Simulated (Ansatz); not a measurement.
The structure below was relaxed with PBE in Ansatz (plane waves to 420 eV, PAW, spin-orbit coupling left out), earlier PAW set.

Space group P4/mmm (No. 123); a = 5.8533 Å, b = 5.8533 Å, c = 11.7123 Å, α = 90.00°, β = 90.00°, γ = 90.00°

```csv
atom,site,symmetry,x,y,z
Li,1a,4/mmm,0.0000,0.0000,0.0000
Cs,1b,4/mmm,0.0000,0.0000,0.5000
Sn,2h,4mm,0.5000,0.5000,0.2456
Br,4i,2mm.,0.0000,0.5000,0.2338
Br,1c,4/mmm,0.5000,0.5000,0.0000
Br,1d,4/mmm,0.5000,0.5000,0.5000
```

Problem. Write out a cell with all atoms.

Solution. 
```
CsLiSn2Br6
1.0
    5.85333     0.00000     0.00000
    0.00000     5.85333     0.00000
    0.00000     0.00000    11.71230
Li Cs Sn Br
1 1 2 6
Cartesian
  0.00000   0.00000   0.00000
  0.00000   0.00000   5.85615
  2.92666   2.92666   2.87613
  2.92666   2.92666   8.83617
  0.00000   2.92666   2.73801
  0.00000   2.92666   8.97430
  2.92666   2.92666   0.00000
  2.92666   2.92666   5.85615
  2.92666   0.00000   2.73801
  2.92666   0.00000   8.97430
```
This is the conventional cell.

Each cell is one ordered arrangement of few atoms, which overstates ordering effects compared with a random alloy. Stability against distortions was not tested. The cell was made from CsSnBr3 by this change: x(Li) = 0.5, 10 atoms, P4/mmm. Many cubic perovskites are stable only at high temperature; tilts and polar distortions were not tested.

Ansatz is a first-principles code.
